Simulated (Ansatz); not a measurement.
# CdS, response to strain

Consider CdS in the zinc blende structure (space group F-43m, No. 216; a = 5.824 Å).

Strains are applied to the cell and any free atomic positions relax.

All numbers come from PBEsol (Ansatz, an electronic-structure program, PAW, scalar-relativistic without spin-orbit coupling).

Notes on the quantities. energy relative to the base: free energy F; hole mass: degenerate bands, along [100].

```json
[
 {"change": "base", "electron mass": "0.11 mₑ (at Γ)", "energy relative to the base": "0 meV/atom", "hole mass": "0.12, 0.75, 0.75 mₑ (at Γ)", "pressure": "0.00 GPa"},
 {"change": "isotropic strain −2.50 %", "electron mass": "0.12 mₑ (at Γ)", "energy relative to the base": "+29 meV/atom", "hole mass": "0.13, 0.67, 0.67 mₑ (at Γ)", "pressure": "5.56 GPa"},
 {"change": "isotropic strain −2.00 %", "electron mass": "0.12 mₑ (at Γ)", "energy relative to the base": "+18 meV/atom", "hole mass": "0.13, 0.69, 0.69 mₑ (at Γ)", "pressure": "4.28 GPa"},
 {"change": "isotropic strain −1.50 %", "electron mass": "0.12 mₑ (at Γ)", "energy relative to the base": "+10 meV/atom", "hole mass": "0.13, 0.70, 0.70 mₑ (at Γ)", "pressure": "3.10 GPa"},
 {"change": "isotropic strain −0.50 %", "electron mass": "0.11 mₑ (at Γ)", "energy relative to the base": "+1.1 meV/atom", "hole mass": "0.12, 0.73, 0.73 mₑ (at Γ)", "pressure": "0.96 GPa"},
 {"change": "isotropic strain +1.00 %", "electron mass": "0.11 mₑ (at Γ)", "energy relative to the base": "+4.1 meV/atom", "hole mass": "0.11, 0.78, 0.78 mₑ (at Γ)", "pressure": "-1.71 GPa"},
 {"change": "isotropic strain +1.50 %", "electron mass": "0.11 mₑ (at Γ)", "energy relative to the base": "+9.1 meV/atom", "hole mass": "0.11, 0.80, 0.80 mₑ (at Γ)", "pressure": "-2.47 GPa"},
 {"change": "isotropic strain +2.00 %", "electron mass": "0.10 mₑ (at Γ)", "energy relative to the base": "?", "hole mass": "0.11, 0.81, 0.81 mₑ (at Γ)", "pressure": "?"},
 {"change": "isotropic strain +2.50 %", "electron mass": "0.10 mₑ (at Γ)", "energy relative to the base": "+24 meV/atom", "hole mass": "0.11, 0.83, 0.83 mₑ (at Γ)", "pressure": "-3.84 GPa"},
 {"change": "isotropic strain +3.00 %", "electron mass": "0.098 mₑ (at Γ)", "energy relative to the base": "+34 meV/atom", "hole mass": "0.10, 0.85, 0.85 mₑ (at Γ)", "pressure": "-4.44 GPa"}
]
```

Task: Fill in the withheld entries from the trend.

Result: 
- isotropic strain +2.00 %, energy relative to the base: +16 meV/atom
- isotropic strain +2.00 %, pressure: -3.18 GPa

The levels and masses belong to the bands next to the band gap. Masses are band curvatures over ±0.01 Å⁻¹ around the edge. Whether these cells are dynamically stable was not tested.
